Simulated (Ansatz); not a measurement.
TiHgO3, pressure series

Take TiHgO$_{3}$ (space group R-3c, No. 167; a = 5.3627 Å, c = 13.6233 Å (hexagonal axes); a cell from a computed database, its experimental status unchecked) as the base.

Cell and atoms are relaxed at each pressure.

The values are results of plane-wave PAW DFT at the PBEsol level (Ansatz, a first-principles code, 420 eV), no spin-orbit coupling, not measurements.

| pressure (GPa) | volume per atom (Å³/atom) |
|---|---|
| -2 | 11.427 |
| -1 | 11.367 |
| 0 | 11.310 |
| 0.3 | 11.293 |
| 1.5 | 11.226 |
| 3 | 11.146 |
| 5 | ? |
| 7.5 | 10.922 |
| 10 | 10.808 |

Problem. Fit the third-order Birch–Murnaghan form P(V) = (3B₀/2)[(V₀/V)^(7/3) − (V₀/V)^(5/3)]·[1 + (3/4)(B₀′ − 4)((V₀/V)^(2/3) − 1)] (squares taken in P) to the rows shown and predict the withheld row.

Solution. Least squares on the printed values gives V₀ = 11.310 Å³/atom, B₀ = 199 GPa, B₀′ = 4.5; this predicts 11.043 Å³/atom, and the run gives 11.044 Å³/atom, in agreement.

Load acts through the strain it causes; cell and atoms are relaxed under it. Whether these cells are dynamically stable was not tested. No other phases were tried under pressure. The final runs are not spin-polarised.
